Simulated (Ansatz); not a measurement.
CH3 on the 1x1 (111) surface of fcc Ni, ferromagnetic, one in a 2x2 cell: adsorption energies (eV for each) against CH4(g) − ½ H2(g) in Ansatz (plane waves, PAW). Structures relaxed with PBE; the other functionals are single points on them, with slab and gas at the same level. No dispersion, zero-point or thermal terms. Rows are starts at which the adsorbate stayed; left out, since it moved away, changed or didn't bind there, or the run didn't converge: bridge Ni-Ni (span 2.5 Å).

Slab: 20 atoms, 6.0 Å thick at the start under the adsorbate (thin: gaps and levels are the slab's own); k 7x7x1, smearing 0.1 eV, dipole-corrected; 8 atoms held, the rest relaxed; each run with such symmetry as its start has; spin-polarised, no spin-orbit, no U, no dispersion correction.

```tsv
site	PBE	RPBE
top Ni	0.86	…
hollow Ni-Ni-Ni over Ni at depth 2.0 Å	0.62	…
hollow Ni-Ni-Ni over Ni at depth 4.0 Å	0.59	…
```

Question: What belongs in the gaps?

Answer: 
- top Ni, RPBE: 1.03
- hollow Ni-Ni-Ni over Ni at depth 2.0 Å, RPBE: 0.95
- hollow Ni-Ni-Ni over Ni at depth 4.0 Å, RPBE: 0.93

RPBE moves the energies by 0.28 eV on average against PBE and puts 'hollow Ni-Ni-Ni over Ni at depth 4.0 Å' lowest, as PBE does.

Ansatz is a first-principles code.
